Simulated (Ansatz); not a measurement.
System: SnO₂ (within 0.1 Å of P4₂/mnm, No. 136, 12 atoms in the cell; start mp-1041584). Method: r²SCAN (plane waves, PAW; Ansatz, a quantum-chemistry and plane-wave program).

Run with plane-wave cutoff 560 eV, 8×8×8 k mesh, Fermi–Dirac smearing 0.01 eV, scalar-relativistic PAW data made under PBE.

Cell (relaxed at this level):

```cif
data_O8Sn4
_chemical_formula_sum 'Sn4 O8'
_space_group_name_H-M_alt 'P 1'
_space_group_IT_number 1
_cell_length_a 5.73588
_cell_length_b 5.73588
_cell_length_c 5.73588
_cell_angle_alpha 112.165
_cell_angle_beta 108.141
_cell_angle_gamma 108.141
loop_
_space_group_symop_operation_xyz
  'x, y, z'
loop_
_atom_site_label
_atom_site_type_symbol
_atom_site_fract_x
_atom_site_fract_y
_atom_site_fract_z
_atom_site_occupancy
Sn1 Sn 0.99994 0.24994 0.75000 1
Sn2 Sn 0.00006 0.75006 0.25000 1
Sn3 Sn 0.50000 0.50000 0.50000 1
Sn4 Sn 0.50000 0.00000 0.00000 1
O1 O 0.19408 0.19413 0.50005 1
O2 O 0.80592 0.80587 0.49995 1
O3 O 0.19408 0.69403 0.99995 1
O4 O 0.80592 0.30597 0.00005 1
O5 O 0.69415 0.75008 0.94408 1
O6 O 0.30585 0.24992 0.05592 1
O7 O 0.30600 0.75008 0.55592 1
O8 O 0.69400 0.24992 0.44408 1
```

Question: Give the computed band gap.

Answer: 
- band gap = 1.77 eV (on the SCF k mesh)

Spin–orbit coupling is not included.

It cost very roughly 14 core-minutes of CPU time.

A start named mp-… is a Materials Project structure, which need not be a measured phase.
